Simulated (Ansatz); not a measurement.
Data:

```yaml
crystal:
  lattice:
    - [4.17472, 0.00000, 0.00000]
    - [0.00000, 4.17472, 0.00000]
    - [2.08736, 2.08736, 2.95198]
  atoms:
    - { symbol: In, position: [0.00000, 0.00000, 0.00000] }
    - { symbol: P, position: [0.75000, 0.25000, 0.50000] }
```

Space group of this cell: F-43m, zinc blende. The cell is taken as given.

Computed with r2SCAN (plane waves, PAW; Ansatz, a quantum-chemistry and plane-wave program).

The current runs along the normal of the first two printed vectors; no spin-orbit coupling. Scaled by the factor s: all lengths (ions clamped). Meshes 10×10×10 and 8×8 across the current in all rows.

| s | mean pressure (GPa) | slowest mid-gap decay constant κ (1/Å) |
|---|---|---|
| 0.98 | 4.9 | 0.092 |
| 1.00 | 0.1 | 0.070 |
| 1.02 | -3.5 | ? |

Question: Take the slope of the slowest mid-gap decay constant κ against ln s from the two given rows, extrapolate to s = 1.02, and say what the run there gives.

Answer: Slope = (0.092 − 0.070) / ln 0.98 = -1.09 1/Å. The line gives 0.070 + (-1.09) × ln 1.02 = 0.048 1/Å. The run gives 0.048 1/Å, as the line does.
